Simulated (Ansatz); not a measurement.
Base system: BAs in the zinc blende structure (space group F-43m, No. 216; a = 4.768 Å).

Perturbation: a hydrostatic pressure of 22.5 GPa.

Levels (all Ansatz, a first-principles code, PAW): PBEsol (420 eV, no spin-orbit coupling); r2SCAN (500 eV, spin-orbit coupling left out); HSE06 (420 eV, no SOC).

At the geometry relaxed with PBEsol, these levels gave the following band gaps, in shuffled order: (a) 1.23 eV, (b) 0.95 eV, (c) 1.69 eV.

Q: Match each gap to its level.

A: (a) r2SCAN; (b) PBEsol; (c) HSE06.

Single points use the geometry relaxed with PBEsol. The hybrid gap comes from the SCF mesh plus the semilocal run's edge points and a few special points and is an upper bound. Load acts through the strain it causes; cell and atoms are relaxed under it. Whether these cells are dynamically stable was not tested. Competing high-pressure phases were not computed.
